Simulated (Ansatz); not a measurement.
A computed series for LaCoO3: pressure series

Consider LaCoO3 (space group R-3c, No. 167; a = 5.404 Å, c = 12.932 Å (hexagonal axes); ferromagnetic).

Cell and atoms are relaxed at each pressure.

The values are results of PBEsol (Ansatz, a first-principles code), no spin-orbit coupling, not measurements.

Q: Only one of these ends up non-magnetic. Which?
A. pressure 7.5 GPa
B. pressure 3 GPa
C. pressure 0.7 GPa
D. pressure 0.3 GPa
E. pressure 5 GPa

A: A, pressure 7.5 GPa. Computed: pressure 0.3 GPa: ferromagnetic; pressure 5 GPa: ferromagnetic; pressure 7.5 GPa: non-magnetic; pressure 0.7 GPa: ferromagnetic; pressure 3 GPa: ferromagnetic

Load acts through the strain it causes; cell and atoms are relaxed under it. Whether these cells are dynamically stable was not tested. Competing high-pressure phases were not computed. Starting moments died away, wholly or in part, for pressure 7.5 GPa; another magnetic solution may exist. No Hubbard U is applied and the magnetic state is the run's own (LaCoO3 ferromagnetic; LaCoO3 non-magnetic); other magnetic orders, which need larger cells, were not tried and can change the gap.
